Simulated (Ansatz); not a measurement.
System: rutile MgH2. Method: B3LYP (VWN-RPA form) (plane waves, PAW; Ansatz, an electronic-structure program).

Run with plane-wave cutoff 460 eV, 6×6×8 k mesh (along the axes of the cell as run), Fermi–Dirac smearing 0.01 eV, scalar-relativistic PAW data made under PBE.

Cell (measured lattice):

MgH$_{2}$ is modelled in the tetragonal space group P4₂/mnm (No. 136), the rutile structure, Pearson symbol tP6. Cell: a = 4.501 Å, b = 4.501 Å, c = 3.010 Å, α = 90.00°, β = 90.00°, γ = 90.00°. Mg on 2a has 6 H at 1.947 Å (octahedral). H on 4f has 3 Mg at 1.947 Å (trigonal planar). (Neighbours: up to the widest gap in distance over summed covalent radii, below 1.35, at either atom; cation-cation and far metal-metal contacts left out.)

Give the computed band gap, smallest direct gap on the k points sampled and Γ–Γ gap.


* **band gap**: 5.54 eV (indirect)
* **smallest direct gap on the k points sampled**: 6.38 eV
* **Γ–Γ gap**: 7.07 eV

Note: cell and atoms aren't relaxed at this level (largest force component 0.04 eV/Å).
